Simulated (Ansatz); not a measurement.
**Several settings converged on ZnCu₂SnS₄ (Fmm2, 8 atoms in the cell)**

```xyz
8
Lattice="-2.6850 2.6850 5.3686 2.6850 -2.6850 5.3686 2.6850 2.6850 -5.3686" Properties=species:S:1:pos:R:3 pbc="T T T"
Zn     0.0000     0.0000     0.0500
Cu     2.6850     0.0000     2.6843
Cu     0.0000     2.6850     2.6843
Sn     0.0000     0.0000     5.3686
S     -1.3852     1.3852     6.7995
S      1.3852     1.3852     3.9378
S      1.3852    -1.3852     6.7995
S      1.2998     1.2998    -1.4308
```

Base method: LDA (PW92), default PAW files made with PBE (plane waves; Ansatz, an electronic-structure program).

Base settings: basis.ecutwfc = 420 eV; kpoints.mp_grid.grid = 5 5 5; hamiltonian.xc = lda; hamiltonian.pseudopotentials = {kind: paw} (the program's default PAW files); scf.occupations.method = fermi_dirac; scf.occupations.width = 0.1 eV.

The count of work is k-points × plane waves × bands × iterations; it is no time. 

**Shifted k-point meshes**

In this ladder: kpoints.mp_grid.shift = 0.5 0.5 0.5.

Only quantities that move along the ladder and can be compared are tabulated.

| kpoints.mp_grid.grid | free energy less the last step's (meV/atom) | pressure (GPa) | largest difference of a force vector from the last step's (eV/Å) | count of work / last |
|---|---|---|---|---|
| 2 2 2 | 3.17 | -1.90 | 0.039 | 0.012 |
| 4 4 4 | -0.20 | -2.12 | 0.006 | 0.062 |
| 6 6 6 | -0.02 | -2.13 | 0.001 | 0.17 |
| 8 8 8 | 0.00 | -2.13 | 0.000 | 0.42 |
| 10 10 10 | 0.00 | -2.13 | 0.000 | 0.76 |
| 11 11 11 | 0.00 | -2.13 | 0.000 | 1.0 |

Coarsest kpoints.mp_grid.grid that holds the free energy within 1 meV/atom of the last step, with all finer ones: 4 4 4, at 0.062 of the last step's count of work; the step before is off by 3.2 meV/atom.

Coarsest kpoints.mp_grid.grid that holds the pressure within 0.1 GPa of the last step, with all finer ones: 4 4 4, at 0.062 of the last step's count of work; the step before is off by 0.23 GPa.

Coarsest kpoints.mp_grid.grid that holds the forces within 0.01 eV/Å of the last step, with all finer ones: 4 4 4, at 0.062 of the last step's count of work; the step before is off by 0.039 eV/Å.

**The k-point mesh at a smearing width of 0.05 eV**

In this ladder: scf.occupations.width = 0.05 eV.

Only quantities that move along the ladder and can be compared are tabulated.

| kpoints.mp_grid.grid | free energy less the last step's (meV/atom) | pressure (GPa) | largest difference of a force vector from the last step's (eV/Å) | count of work / last |
|---|---|---|---|---|
| 3 3 3 | 3.84 | -2.06 | 0.014 | 0.032 |
| 5 5 5 | 0.23 | -2.13 | 0.004 | 0.11 |
| 7 7 7 | 0.02 | -2.14 | 0.001 | 0.23 |
| 8 8 8 | 0.00 | -2.15 | 0.001 | 0.34 |
| 12 12 12 | 0.00 | -2.15 | 0.000 | 1.0 |

Coarsest kpoints.mp_grid.grid that holds the pressure within 0.05 GPa of the last step, with all finer ones: 5 5 5, at 0.11 of the last step's count of work; the step before is off by 0.09 GPa.

Coarsest kpoints.mp_grid.grid that holds the free energy within 0.5 meV/atom of the last step, with all finer ones: 5 5 5, at 0.11 of the last step's count of work; the step before is off by 3.8 meV/atom.

Coarsest kpoints.mp_grid.grid that holds the forces within 0.01 eV/Å of the last step, with all finer ones: 5 5 5, at 0.11 of the last step's count of work; the step before is off by 0.014 eV/Å.

**The mesh under tetrahedron occupations**

In this ladder: scf.occupations.method = tetrahedron; scf.occupations.width = default.

Only quantities that move along the ladder and can be compared are tabulated.

```tsv
kpoints.mp_grid.grid	free energy less the last step's (meV/atom)	largest difference of a force vector from the last step's (eV/Å)	count of work / last
4 4 4	1.17	0.014	0.11
5 5 5	0.39	0.006	0.14
6 6 6	0.17	0.003	0.24
9 9 9	0.02	0.000	0.65
11 11 11	0.00	0.000	1.0
```

Coarsest kpoints.mp_grid.grid that holds the free energy within 1 meV/atom of the last step, with all finer ones: 5 5 5, at 0.14 of the last step's count of work; the step before is off by 1.2 meV/atom.

Coarsest kpoints.mp_grid.grid that holds the forces within 0.005 eV/Å of the last step, with all finer ones: 6 6 6, at 0.24 of the last step's count of work; the step before is off by 0.006 eV/Å.

On the base run: the starting cell comes from a database of computed structures (which also holds hypothetical and non-ambient phases and stackings), without a prior relaxation at this level. Its lattice was rescaled by up to half a per cent. One atom was moved a little off its site on purpose. Spin polarisation is off. Ansatz's pressure includes its estimate of the finite-basis (Pulay) stress. The run gives no clean gap (levels at the Fermi energy touch, overlap or are partly filled at this smearing), which alone does not show that the compound is a metal.

Keys are those of Ansatz 0.2.
